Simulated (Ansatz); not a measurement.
Terminations of the (111)A surface of zinc-blende GaSb (Ga plane on top), measured from the surface '2x2 with 3 H on 4 top atoms'. Atoms come from or go to: Al: fcc Al, Cl: ½ Cl2(g), Ga: alpha gallium, H: ½ H2(g), In: tetragonal indium, N: ½ N2(g), Sb: rhombohedral Sb, Si: silicon. ΔE is the energy of forming the row's surface from that one (negative: more stable at these reservoirs); the vacuum level's shift is aligned on the shared bottom. No zero-point or thermal terms. These are constructed structures in small cells; real faces may alloy, dewet or reconstruct in larger ones, and not all known structures of the face are among them. Slabs of about 15 Å with all that they carry, Fermi-Dirac smearing of 0.025 eV. Bottom of the slabs: H caps. Relaxed from the named starts with such symmetry as they have, on meshes of like density; energies extrapolated to zero smearing; no spin-orbit coupling, no U. Spin-polarised runs, if any, are marked in brackets, and their order is one that fits the cell; the others ran without spin. A dash marks a value that is undefined for that row (no clear gap, or no work function of a gapped slab) or was not read reliably on its mesh.

The numbers are results of PBE (plane waves to 420 eV, PAW; Ansatz, a first-principles code), not measurements.

```tsv
surface	atoms added per 1x1	ΔE per 1x1 (eV)	slab gap (eV)	shift of the vacuum level (eV)	work function (eV)
Ga trimer, 2x2	+0.75 Ga, -0.75 H	0.65	–	-0.70	3.98
2x2 with 2 H on 4 top atoms [spin start, no net moment]	-0.25 H	0.14	–	-0.62	3.83
2x2 with 1 H on 4 top atoms	-0.5 H	0.31	–	-0.61	4.04
2x2 Ga vacancy	-0.25 Ga, -0.75 H	…	–	-0.71	–
2x2 with 3 Cl on 4 top atoms	+0.75 Cl, -0.75 H	…	0.30	1.50	–
2x2 In adatom at T4	-0.75 H, +0.25 In	0.30	–	-0.69	4.18
2x2 Sb adatom at H3 (3 Sb–Sb bonds broke)	-0.75 H, +0.25 Sb	0.25	–	-0.28	–
2x2 Ga adatom at T1	+0.25 Ga, -0.75 H	…	–	-1.22	3.44
2x2 Al adatom at T4 (3 Al–Ga bonds formed)	+0.25 Al, -0.75 H	0.42	–	-0.56	–
2x2 with 3 NH2 on 4 top atoms	+0.75 H, +0.75 N	-0.64	0.26	-0.33	–
2x2 Al adatom at H3	+0.25 Al, -0.75 H	0.44	–	-0.74	–
2x2 Si adatom at H3 [spin, 0.6 μB a cell]	-0.75 H, +0.25 Si	0.58	–	-0.52	–
```

Some entries are withheld; supply them.


- 2x2 Ga vacancy, ΔE per 1x1 (eV): 0.11
- 2x2 with 3 Cl on 4 top atoms, ΔE per 1x1 (eV): -1.32
- 2x2 Ga adatom at T1, ΔE per 1x1 (eV): 0.63
